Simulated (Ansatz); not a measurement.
Structures of equal composition on the (111) surface of fcc Ir: a layer of Ni in place of the second plane; a layer of Ni in place of the third plane. The slabs share one bottom face, and each structure is named by its start. These are constructed structures in small cells; real faces may alloy, dewet or reconstruct in larger ones, and not all known structures of the face are among them. Slabs of about 11 Å, Fermi-Dirac smearing of 0.1 eV. Bottom of the slabs: a bare face, its two planes held. Relaxed from the named starts with such symmetry as they have, on meshes of like density; energies extrapolated to zero smearing; spin only where a row says so; no spin-orbit coupling, no U. Brackets mark spin-polarised runs, whose order is one that fits the cell.

All values below come from PBE (plane waves to 420 eV, PAW; Ansatz, a first-principles code).

Question: Rank these by energy per 1x1 cell (lowest first), as PBE gives it.

Answer: a layer of Ni in place of the second plane (0.000 eV [spin, 0.7 μB a cell]), a layer of Ni in place of the third plane (0.127 eV [spin start, no net moment])
